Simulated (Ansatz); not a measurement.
## Effect of biaxial strain −2.50 %, plane normal [001], relaxed out of plane on Sr

Base system: Sr in the fcc (Cu type) structure (space group Fm-3m, No. 225; a = 5.923 Å). Axes: x, y, z lie along the cube axes.

It is then changed as follows: biaxial strain −2.50 %, plane normal [001], relaxed out of plane (Cartesian); in-plane vectors clamped, the third vector and the atoms free.

Calculations: PBEsol (Ansatz, a quantum-chemistry and plane-wave program; PAW; 420 eV plane waves; without spin-orbit coupling). k-mesh 14×14×14 (Γ-centred); smearing 0.05 eV (Fermi–Dirac).

Volume per atom: 50.87 Å³ (base 51.93 Å³)
Energy relative to the base (free energy F): +2.9 meV/atom
Pressure (mean of the normal stresses, compression positive): 0.3 GPa (base 0.0 GPa)
Band gap: zero (base zero)
Out-of-plane strain: +3.04 % (rough)
Mean in-plane stress (compression positive): +0.4 GPa (rough)

Final structure (turned so that z lies along the plane normal):

```xyz
1
Lattice="4.0832 0.0000 0.0000 0.0000 4.0832 0.0000 2.0416 -2.0416 3.0514" Properties=species:S:1:pos:R:3 pbc="T T T"
Sr     0.0000     0.0000     0.0000
```

Without a gap, meshes like the base's 14×14×14 leave anisotropic stresses uncertain by several tenths of a GPa, and small strain energies with them. No phonon test of stability was made.
